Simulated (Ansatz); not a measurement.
Start from Ge in the diamond structure (space group Fd-3m, No. 227; a = 5.622 Å). Axes: x, y, z lie along the cube axes.

The values are results of plane-wave PAW DFT at the LDA level (Ansatz, a quantum-chemistry and plane-wave program, 420 eV), scalar-relativistic without spin-orbit coupling, not measurements.

Base values:

The pressure comes out as 0.0 GPa and the shortest interatomic distance is 2.434 Å.

Modification: biaxial strain +1.25 %, plane normal [111], relaxed out of plane (Cartesian); in-plane vectors clamped, the third vector and the atoms free.

### Question
What happens to the pressure, energy relative to the base and shortest interatomic distance?

### Answer
The pressure (mean of the normal stresses, compression positive) goes from zero to -1.3 GPa; the energy goes up by 3.5 meV/atom; the shortest interatomic distance goes up by 0.0033 Å (2.434 Å → 2.438 Å).

Stability against distortions was not tested.
